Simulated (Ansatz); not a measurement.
GaP (F-43m): band-edge transport data

```yaml
crystal:
  lattice:
    - [0.00000, 2.71944, 2.71944]
    - [2.71944, 0.00000, 2.71944]
    - [2.71944, 2.71944, 0.00000]
  atoms:
    - { symbol: Ga, position: [0.00000, 0.00000, 0.00000] }
    - { symbol: P, position: [0.25000, 0.25000, 0.25000] }
```

Method: HSE06, rigid bands (plane waves, PAW, scalar-relativistic; Ansatz, a quantum-chemistry and plane-wave program). Geometry: cell and atoms relaxed with PBEsol.

```yaml
band_gap: 2.25 eV
electron conductivity mass (300 K, dilute): 0.34 mₑ
hole conductivity mass (300 K, dilute): 0.41 mₑ
effective density of states N_c (300 K): 4.1e19 cm⁻³
effective density of states N_v (300 K): 4.1e19 cm⁻³
density_of_states_mass_electrons: 1.40 mₑ
density_of_states_mass_holes: 1.38 mₑ
Seebeck coefficient, n-type 1e19 cm⁻³, 300 K: -329 μV/K
best n-type power factor at 300 K for τ = 10 fs (best axis; densities from 1e16 to 1e21 cm⁻³ tried, whether or not they can be reached): 16.2 μW/(cm·K²) at 1e20 cm⁻³
Seebeck coefficient, p-type 1e19 cm⁻³, 300 K: 336 μV/K
best p-type power factor at 300 K for τ = 10 fs (best axis; densities from 1e16 to 1e21 cm⁻³ tried, whether or not they can be reached): 15.8 μW/(cm·K²) at 1e20 cm⁻³
```

Rigid bands; masses and Seebeck coefficients take one relaxation time τ for all states and one kind of carrier; polarons and phonon drag are left out. Spin-orbit coupling is left out; where it splits the top of the valence band, N_v and the p-type Seebeck coefficient come out somewhat high without it. Geometry: cell and atoms relaxed with PBEsol.
